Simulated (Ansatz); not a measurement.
## Habitual settings against a tight run: Cs2YAgI6 (Fm-3m, 10 atoms in the cell)

Self-consistent single point.

```
CELL_PARAMETERS angstrom
      0.00000     6.20576     6.20576
      6.20576     0.00000     6.20576
      6.20576     6.20576     0.00000
ATOMIC_POSITIONS crystal
  Cs 0.75000 0.75000 0.75000
  Cs 0.25000 0.25000 0.25000
  Y  0.50000 0.50000 0.50000
  Ag 0.00000 0.00000 0.00000
  I  0.74896 0.25104 0.25104
  I  0.25104 0.74896 0.74896
  I  0.25104 0.74896 0.25104
  I  0.74896 0.25104 0.74896
  I  0.25104 0.25104 0.74896
  I  0.74896 0.74896 0.25104
```

Level of theory: PBEsol, default PAW files made with PBE (plane waves; Ansatz, a quantum-chemistry and plane-wave program).

Base settings: basis.ecutwfc = 420 eV; kpoints.mp_grid.grid = 3 3 3; hamiltonian.xc = pbesol; hamiltonian.pseudopotentials = {kind: paw} (the program's default PAW files); scf.occupations.method = fixed.

Tight run (finer mesh or higher cutoff; not a proven limit): basis.ecutwfc: 420 eV → 590 eV; kpoints.mp_grid.grid: 3 3 3 → 5 5 5; scf.convergence.dr2_threshold: default (1e-07 eV) → 1e-09 eV. It gave top of the valence band (on the code's own zero) 3.46 eV; gap on the k-point mesh 2.25 eV; pressure -2.15 GPa; largest force (vector length) 0.137 eV/Å.

Quick runs, as changes from the base:
- A: the base itself
- B: kpoints.mp_grid.grid: 3 3 3 → 4 4 4; hamiltonian.xc: pbesol → lda; scf.occupations.method: fixed → methfessel_paxton; scf.occupations.width: default → 0.136 eV [LDA (PW92)]
- C: basis.ecutwfc: 420 eV → 210 eV; kpoints.mp_grid.grid: 3 3 3 → 4 4 4; scf.occupations.method: fixed → fermi_dirac; scf.occupations.width: default → 0.136 eV

Dashes: energy of B, another energy zero.

Gaps are read on each run's own mesh, which may miss the band edges.

† marks runs with another functional, U, potentials or spin treatment: their distance from the tight run is not a convergence error alone.

The count of work is k-points × plane waves × bands × iterations; it is no time. 

Pressures in the table are Ansatz's without its Pulay estimate, at a fixed set of plane waves; the tight run's value above holds the estimate.

The starting cell comes from a database of computed structures (which also holds hypothetical and non-ambient phases and stackings), without a prior relaxation at this level. Its lattice was rescaled by a random factor within 2.5 % of one. Spin-orbit coupling is off.

```tsv
run	energy less tight (meV/atom)	pressure less tight (GPa)	largest miss in a force vector (eV/Å)	gap on the mesh less tight (eV)	count of work / tight
A	1.3	-0.01	0.001	-0.001	0.19
B†	–	-0.98	0.011	-0.139	0.43
C	4224.4	-85.05	0.087	0.010	0.15
```

Among the runs at the tight run's level, the energy misses run from 1.3 to 4224.4 meV/atom.

Left out of this page: 1 run of the series unsound by tests on forces, stress, charge or solver warnings; 2 runs of the series with a known weakness of the program.

Keys are those of Ansatz 0.2.
